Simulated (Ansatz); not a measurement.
**AlCl3 (C2/m, No. 12): band gap by level of theory**

No measured value is used here.

```csv
level (code),value (eV)
LDA (Ansatz),(withheld)
PBEsol (Ansatz),5.15 (indirect)
HSE06 (Ansatz),6.69 (indirect)
Hartree–Fock (Ansatz),14.33 (indirect)
G0W0@PBEsol+SOC (Ansatz),8.01
```

**Question.** Some entries are withheld; supply them.

**Answer.** 
- LDA (Ansatz, a first-principles code), value (eV): 4.99 (indirect)

Computed values are for a static lattice.  G0W0@PBEsol+SOC: spin–orbit coupling enters as the shift of the gap found with a semilocal functional. Values are at the measured cell. Cutoffs and k meshes differ between the levels. Ansatz's density-functional and Hartree–Fock values are scalar-relativistic unless marked +SOC, with PAW data made under PBE.
